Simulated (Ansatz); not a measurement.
Input and output of a self-consistent single point for Re3B (Pm-3n, 8 atoms in the cell) (Ansatz, an electronic-structure program).

Method of the run: PBE (plane waves, PAW; Ansatz).

```
CELL_PARAMETERS angstrom
      4.90083     0.00000     0.00000
      0.00000     4.90083     0.00000
      0.00000     0.00000     4.90083
ATOMIC_POSITIONS crystal
  Re 0.25000 0.00000 0.50000
  Re 0.75000 0.00000 0.50000
  Re 0.00000 0.50000 0.25000
  Re 0.00000 0.50000 0.75000
  Re 0.50000 0.25000 0.00000
  Re 0.50000 0.75000 0.00000
  B  0.00000 0.00000 0.00000
  B  0.50000 0.50000 0.50000
```

Reference input (self-consistent single point, DFT, PBE, plane waves, default PAW files): kpoints.mp_grid.grid = 7 7 7; hamiltonian.xc = pbe; hamiltonian.pseudopotentials = {kind: paw} (the program's default PAW files); scf.occupations.method = cold; scf.occupations.width = 0.2 eV. This run's input differs from it in these lines:

Ansatz 0.2 input:
```diff
@@ -16,3 +16,3 @@
   mp_grid:
-    grid: [7, 7, 7]
+    grid: [5, 5, 5]
 hamiltonian:
```

Output (repeated stretches shortened):

```
SCF iter   1: F=—  HF=-65514.063711 eV  |F-HF|=—  |Δ(HF+E_count)|=         —  Δρ=1.24e-2  dr2=1.00e-1  ethr=1.77e-3  ⟨swp⟩=4.6  Hψ=1810  notcnv=0
all-band conjugate gradients solve this SCF's bands
preconditioner: auto → Kerker (q_TF=auto, 2.637 Å⁻¹)
SCF iter   2: F=—  HF=-65514.044610 eV  |F-HF|=—  |Δ(HF+E_count)|=   1.91e-2  S|Δr|=    0.00e0  Δρ=6.74e-3  dr2=3.03e-2  ethr=1.04e-4  ⟨swp⟩=1.0  Hψ=670  notcnv=0
SCF iter   3: F=—  HF=-65514.037204 eV  |F-HF|=—  |Δ(HF+E_count)|=   7.41e-3  S|Δr|=    0.00e0  Δρ=6.43e-4  dr2=2.18e-4  ethr=3.16e-5  ⟨swp⟩=2.3  Hψ=821  notcnv=0
SCF iter   4: F=—  HF=-65514.037207 eV  |F-HF|=—  |Δ(HF+E_count)|=   3.11e-6  S|Δr|=    0.00e0  Δρ=1.33e-4  dr2=1.37e-5  ethr=2.27e-7  ⟨swp⟩=2.6  Hψ=1067  notcnv=0
SCF iter   5: F=—  HF=-65514.037224 eV  |F-HF|=—  |Δ(HF+E_count)|=   1.66e-5  S|Δr|=    0.00e0  Δρ=1.99e-5  dr2=3.12e-7  ethr=1.43e-8  ⟨swp⟩=2.4  Hψ=915  notcnv=0
SCF iter   6: F=-65514.037224 eV  HF=-65514.037224 eV  |F-HF|=3.55e-9  |Δ(HF+E_count)|=   3.62e-8  S|Δr|=    0.00e0  Δρ=2.99e-6  dr2=9.18e-9  ethr=1.04e-10  ⟨swp⟩=8.1  Hψ=2143  notcnv=0
SCF 1 converged in 6 iterations: F = -65514.037224 eV  dr2 = 9.18e-9
Stability not checked (fill_not_monotonic)
Free energy (F): -65514.037224 eV
Internal energy: -65514.030825 eV  (E = F + TS)
E sigma→0 (E₀):  -65514.035091 eV
Entropy (-TS):   -0.006399 eV (-0.800 meV/atom)
Fermi energy:    19.810874 eV
--- Forces (eV/Å), atoms counted from 1 ---
  atom   1  Re    -0.00000000     0.00000000     0.00000000
   [... zero for the other atoms too ...]
--- Stress (GPa, compression-positive) ---
      -26.319528       0.000000       0.000000
        0.000000     -26.319528      -0.000000
        0.000000       0.000000     -26.319528
  P = ⅓ Tr σ = -26.3195 GPa (-263.195 kbar)
  The stress holds the Pulay correction. Without it, at fixed plane waves, as pw.x and ABINIT print it: P = -26.4673 GPa
```

The run converged in 6 iterations. Against the reference run the free energy goes up by 14.8 meV/atom and the pressure goes from -26.80 to -26.32 GPa.

The starting cell was generated: these elements placed on a structure prototype, without a prior relaxation; it need not be a known phase or ordering of this composition. Its lattice was rescaled by a random factor within 2.5 % of one. Spin polarisation is off. Ansatz's pressure includes its estimate of the finite-basis (Pulay) stress.
